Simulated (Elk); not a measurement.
Band structure of Mg₃Sb₂ (P-3m1, 5 atoms in the cell).

```
CELL_PARAMETERS angstrom
      4.50256     0.00000     0.00000
     -2.25128     3.89933     0.00000
      0.00000     0.00000     7.13391
ATOMIC_POSITIONS crystal
  Mg 0.00000 0.00000 0.00000
  Mg 0.33333 0.66667 0.36662
  Mg 0.66667 0.33333 0.63338
  Sb 0.33333 0.66667 0.77187
  Sb 0.66667 0.33333 0.22813
```

Level of theory: PBE, all-electron FP-LAPW, Elk's shipped species files, default APW+lo basis run with Elk.

Settings: xctype = 20; rgkmax = 7; stype = 3; swidth = 0.00183747 Ha; ngridk = 7 7 4.

The starting cell comes from a database of computed structures (which also holds hypothetical and non-ambient phases and stackings), without a prior relaxation at this level. Its lattice was rescaled by a random factor within 2.5 % of one. Spin-orbit coupling is off. Values depend on the basis (sphere radii, cutoffs, local orbitals), which need not be converged. The run gives no clean gap (levels at the Fermi energy touch, overlap or are partly filled at this smearing), which alone does not show that the compound is a metal.

Levels in eV from the Fermi level, bands 27 to 34:
| point | 27 | 28 | 29 | 30 | 31 | 32 | 33 | 34 |
|---|---|---|---|---|---|---|---|---|
| Γ | -1.18 | -0.44 | -0.44 | -0.03 | 1.22 | 1.23 | 2.98 | 2.98 |
| M | -3.44 | -2.45 | -2.38 | -0.98 | 0.28 | 1.95 | 2.10 | 2.74 |
| K | -3.81 | -2.73 | -2.73 | -2.70 | 0.10 | 4.24 | 4.36 | 4.36 |
| A | -0.86 | -0.86 | -0.78 | -0.78 | 1.77 | 1.91 | 2.63 | 2.63 |
| L | -1.97 | -1.78 | -1.77 | -1.65 | 0.35 | 1.26 | 1.65 | 2.11 |
| H | -4.23 | -3.55 | -1.08 | -1.08 | 1.74 | 1.74 | 2.47 | 2.47 |

No band crosses the Fermi level by more than 0.03 eV along this path.
